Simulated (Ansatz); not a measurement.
Take SnO (space group P4/nmm, No. 129; layered, stacked along the Cartesian z axis) as the base.

```
SnO
1.0
    3.77006     0.00000     0.00000
    0.00000     3.77006     0.00000
    0.00000     0.00000     4.55984
Sn O
2 2
Direct
  0.50000   0.00000   0.74652
  0.00000   0.50000   0.25348
  0.50000   0.50000   0.00000
  0.00000   0.00000   0.00000
```

Calculations: PBEsol-D3(BJ) in Ansatz (plane waves to 420 eV, PAW, no SOC).

One change was made to it. Results:

```json
[
 {"quantity": "volume per atom", "base": "16.20 Å³", "after": "15.96 Å³"},
 {"quantity": "c/a ratio", "base": "1.209", "after": "1.202"}
]
```

Problem. Which of these changes matches the shifts?
A. pressure 1.5 GPa
B. pressure 7.5 GPa
C. pressure −2 GPa
D. pressure −1 GPa
E. pressure 0.7 GPa

Solution. E, pressure 0.7 GPa. For comparison, the volume per atom in the other runs: pressure −2 GPa gives 17.11 Å³; pressure 7.5 GPa gives 14.54 Å³; pressure 1.5 GPa gives 15.72 Å³; pressure −1 GPa gives 16.60 Å³.

Load acts through the strain it causes; cell and atoms are relaxed under it. Stability against distortions was not tested. No other phases were tried under pressure. All final runs are without spin polarisation.

Ansatz is a program for electronic structure.
